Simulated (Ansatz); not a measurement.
The parent structure is TiAl (space group P4/mmm, No. 123).

```
TiAl
1.0
    2.79729     0.00000     0.00000
    0.00000     2.79729     0.00000
    0.00000     0.00000     4.03230
Al Ti
1 1
Direct
  0.50000   0.50000   0.50000
  0.00000   0.00000   0.00000
```

Cartesian axes are those of the cell as printed.

Calculations: Kohn–Sham DFT with the PBEsol functional, run in Ansatz (a program for electronic structure) with PAW and 420 eV plane waves, scalar-relativistic without spin-orbit coupling.

For the base:

The shortest interatomic distance is 2.797 Å.

It is then changed as follows: uniaxial stress, 2 GPa compression along z, with the cell and atoms free to relax against it.

Question: How does this affect the shortest interatomic distance?

Answer: The shortest interatomic distance rises by 0.0094 Å (2.797 Å → 2.807 Å).

Question: Predict the new energy relative to the base.

Answer: The energy grows by 2.0 meV/atom.

Without a gap, meshes like the base's 17×17×12 leave anisotropic stresses uncertain by several tenths of a GPa, and small strain energies with them. Load acts through the strain it causes; cell and atoms are relaxed under it. Beyond what the load breaks, stability against distortions was not tested. All final runs are without spin polarisation.
